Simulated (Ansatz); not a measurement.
# Carrier properties of CsBr (Pm-3m)

Here is the system:

```xyz
2
Lattice="4.2427 0.0000 0.0000 0.0000 4.2427 0.0000 0.0000 0.0000 4.2427" Properties=species:S:1:pos:R:3 pbc="T T T"
Cs     0.0000     0.0000     0.0000
Br     2.1213     2.1213     2.1213
```

The numbers are results of PBEsol, rigid bands (plane waves, PAW, scalar-relativistic; Ansatz, a quantum-chemistry and plane-wave program), not measurements. Geometry: cell and atoms relaxed with PBEsol.

```yaml
band_gap: 4.45 eV
electron conductivity mass (300 K, dilute): 0.30 mₑ
effective density of states N_c (300 K): 4.1e18 cm⁻³
density_of_states_mass_electrons: 0.30 mₑ
Seebeck coefficient, n-type 1e19 cm⁻³, 300 K: -155 μV/K
```

Rigid bands; masses and Seebeck coefficients take one relaxation time τ for all states and one kind of carrier; polarons and phonon drag are left out. Spin-orbit coupling is left out.
